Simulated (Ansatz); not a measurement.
An Ansatz (a first-principles code) run: SiO2 with a change (uniaxial strain ε_zz = +3.00 %); PBEsol, PAW, 420 eV (Ansatz; spin-orbit coupling left out).

Input:

Ansatz 0.2 input:
```yaml
crystal:
  lattice:
    - [4.9489917681, 0, 0]
    - [-2.4744958841, 4.2859525943, 0]
    - [0, 0, 5.6047238831]
  atoms:
    - { symbol: Si, position: [0, 0.4704309206, 0.3333333333] }
    - { symbol: Si, position: [0.5295690794, 0.5295690794, 0] }
    - { symbol: Si, position: [0.4704309206, 0, 0.6666666667] }
    - { symbol: O, position: [0.2667903814, 0.4125668411, 0.2143520329] }
    - { symbol: O, position: [0.5874331589, 0.8542235403, 0.8810186995] }
    - { symbol: O, position: [0.7332096186, 0.1457764597, 0.4523146338] }
    - { symbol: O, position: [0.8542235403, 0.5874331589, 0.1189813005] }
    - { symbol: O, position: [0.4125668411, 0.2667903814, 0.7856479671] }
    - { symbol: O, position: [0.1457764597, 0.7332096186, 0.5476853662] }
basis: { ecutwfc: 420, ecutrho_ratio: 4, xc_grid: 2, fft_grid_basis: typed }
kpoints: { mp_grid: { grid: [8, 8, 6] } }
hamiltonian:
  xc: pbesol
  dispersion: none
  pseudopotentials: { kind: paw }
scf: { occupations: { method: fermi_dirac, width: 0.05 }, convergence: { dr2_threshold: 0.0000000009 } }
relax: { f_tol: 0.005, max_steps: 50 }
output: { forces: true, stress: true }
checkpoint: { write: state.ck, write_every: 1000 }
```

Output (explanatory and most iteration lines left out):

```
Relaxation: its limit of steps is 50 (relax.max_steps)
Pseudopotential: Si, paw, valence charge 4
Pseudopotential: O, paw, valence charge 6
Crystal: 9 atoms, lattice volume = 118.883 Å³
Basis set: ecut = 420 eV, 2305 PW (Γ), exchange–correlation on 72×72×80 points (8 copies of the dense FFT grid, shifted against one another)
Bands: 33, of which v1, the nominal top of the filled ones, is band 24 counted from 1 (23 counted from 0)
Symmetry: 6 space group operations
Space group: P3221 (ITA 154), of the structure as read, at distance tolerance 4.9e-5 Å
k-points: 50 of 384 (time reversal used)
Functional: x = pbesol(κ = 0.804, μ = 0.12345679012345678), c = pbesol(β = 0.046)
SCF iter   1: F=—  HF=-5239.789704 eV  |F-HF|=—  |Δ(HF+E_count)|=         —  Δρ=1.21e-2  dr2=1.33e-1  ethr=1.77e-3  ⟨swp⟩=6.7  Hψ=8952  notcnv=0  defer=40
SCF iter   2: F=—  HF=-5239.752658 eV  |F-HF|=—  |Δ(HF+E_count)|=   3.70e-2  Δρ=1.65e-3  dr2=1.24e-3  ethr=2.76e-4  ⟨swp⟩=2.3  Hψ=3193  notcnv=0  defer=134
SCF 1 converged in 7 iterations: F = -5239.753287 eV  dr2 = 7.70e-10
relax step   1: F+E_penalty+E_count = -5239.75328725 eV  Δ(F+E_penalty+E_count) = +0.000e0 eV  max|allowed force component| = 4.127e-1 eV/Å  Δτ_max = 0.0000 Å  (7 SCF iters, accepted)
Crystal: 9 atoms, lattice volume = 118.883 Å³
SCF iter   1: F=—  HF=-5239.773467 eV  |F-HF|=—  |Δ(HF+E_count)|=         —  Δρ=1.61e-3  dr2=2.12e-3  ethr=3.83e-6  ⟨swp⟩=3.0  Hψ=6300  notcnv=0  defer=130
SCF iter   2: F=—  HF=-5239.772798 eV  |F-HF|=—  |Δ(HF+E_count)|=   6.69e-4  Δρ=7.14e-4  dr2=4.57e-4  ethr=3.83e-6  ⟨swp⟩=2.5  Hψ=2682  notcnv=0  defer=130
SCF 2 converged in 7 iterations: F = -5239.772637 eV  dr2 = 6.28e-11
relax step   2: F+E_penalty+E_count = -5239.77263674 eV  Δ(F+E_penalty+E_count) = -1.935e-2 eV  max|allowed force component| = 3.118e-1 eV/Å  Δτ_max = 0.0093 Å  (7 SCF iters, accepted)
Crystal: 9 atoms, lattice volume = 118.883 Å³
SCF iter   1: F=—  HF=-5239.820174 eV  |F-HF|=—  |Δ(HF+E_count)|=         —  Δρ=6.92e-3  dr2=3.71e-2  ethr=9.04e-4  ⟨swp⟩=4.7  Hψ=4979  notcnv=0  defer=119
SCF iter   2: F=—  HF=-5239.809479 eV  |F-HF|=—  |Δ(HF+E_count)|=   1.07e-2  Δρ=3.18e-3  dr2=8.59e-3  ethr=7.73e-5  ⟨swp⟩=3.0  Hψ=3195  notcnv=0  defer=119
SCF 3 converged in 8 iterations: F = -5239.806699 eV  dr2 = 8.97e-11
relax step   3: F+E_penalty+E_count = -5239.80669871 eV  Δ(F+E_penalty+E_count) = -3.406e-2 eV  max|allowed force component| = 6.777e-2 eV/Å  Δτ_max = 0.0422 Å  (8 SCF iters, accepted)
Crystal: 9 atoms, lattice volume = 118.883 Å³
SCF iter   1: F=—  HF=-5239.816098 eV  |F-HF|=—  |Δ(HF+E_count)|=         —  Δρ=3.32e-3  dr2=9.27e-3  ethr=2.49e-4  ⟨swp⟩=4.4  Hψ=4857  notcnv=0  defer=116
SCF iter   2: F=—  HF=-5239.813491 eV  |F-HF|=—  |Δ(HF+E_count)|=   2.61e-3  Δρ=1.73e-3  dr2=2.60e-3  ethr=1.93e-5  ⟨swp⟩=1.1  Hψ=2125  notcnv=0  defer=116
SCF 4 converged in 8 iterations: F = -5239.812623 eV  dr2 = 4.19e-11
relax step   4: F+E_penalty+E_count = -5239.81262254 eV  Δ(F+E_penalty+E_count) = -5.924e-3 eV  max|allowed force component| = 1.825e-2 eV/Å  Δτ_max = 0.0247 Å  (8 SCF iters, accepted)
Crystal: 9 atoms, lattice volume = 118.883 Å³
SCF iter   1: F=—  HF=-5239.813090 eV  |F-HF|=—  |Δ(HF+E_count)|=         —  Δρ=7.66e-4  dr2=5.31e-4  ethr=1.08e-5  ⟨swp⟩=2.3  Hψ=4078  notcnv=0  defer=117
SCF iter   2: F=—  HF=-5239.812934 eV  |F-HF|=—  |Δ(HF+E_count)|=   1.56e-4  Δρ=4.00e-4  dr2=1.50e-4  ethr=1.11e-6  ⟨swp⟩=1.0  Hψ=2050  notcnv=0  defer=117
SCF 5 converged in 7 iterations: F = -5239.812884 eV  dr2 = 2.58e-10
relax step   5: F+E_penalty+E_count = -5239.81288351 eV  Δ(F+E_penalty+E_count) = -2.610e-4 eV  max|allowed force component| = 3.564e-3 eV/Å  Δτ_max = 0.0059 Å  (7 SCF iters, accepted)
SCF converged after 7 iterations
Free energy (F): -5239.812884 eV
Internal energy: -5239.812884 eV  (E = F + TS)
E sigma→0 (E₀):  -5239.812884 eV
Fermi energy:    4.934643 eV
--- Forces (eV/Å), atoms counted from 1 ---
  atom   1  Si    -0.00178217     0.00308680     0.00000000
  atom   2  Si    -0.00178217    -0.00308680     0.00000000
  atom   3  Si     0.00356433     0.00000000     0.00000000
  atom   4  O     -0.00083497     0.00061818     0.00203016
  atom   5  O     -0.00011787    -0.00103219     0.00203016
  atom   6  O     -0.00011787     0.00103219    -0.00203016
  atom   7  O     -0.00083497    -0.00061818    -0.00203016
  atom   8  O      0.00095284    -0.00041401    -0.00203016
  atom   9  O      0.00095284     0.00041401     0.00203016
--- Stress (GPa, compression-positive) ---
       -0.137143       0.000000       0.000000
        0.000000      -0.137143      -0.000000
        0.000000      -0.000000      -2.618857
  P = ⅓ Tr σ = -0.9644 GPa (-9.644 kbar)
--- Relaxed structure (5 steps of the walk, 5 accepted, 0 SCFs on fresh bases) ---
  atoms:
    - { symbol: Si, position: [5.551115123125783e-17, 0.4763791926247724, 0.33333333333333326] }
    - { symbol: Si, position: [0.5236208073752275, 0.5236208073752275, 8.597526698304651e-20] }
    - { symbol: Si, position: [0.4763791926247723, 5.431913058472325e-19, 0.6666666666666665] }
    - { symbol: O, position: [0.2568127407529701, 0.4138292123122934, 0.20457178644528393] }
    - { symbol: O, position: [0.5861707876877066, 0.8429835284406766, 0.8712384531119506] }
    - { symbol: O, position: [0.7431872592470299, 0.15701647155932327, 0.4620948802213825] }
    - { symbol: O, position: [0.8429835284406768, 0.5861707876877067, 0.12876154688804925] }
    - { symbol: O, position: [0.4138292123122933, 0.25681274075297017, 0.7954282135547158] }
    - { symbol: O, position: [0.1570164715593234, 0.74318725924703, 0.5379051197786172] }
```

Stability against distortions was not tested. The cell was made from SiO$_{2}$ (space group P3_221, No. 154) by this change: uniaxial strain ε_zz = +3.00 %.
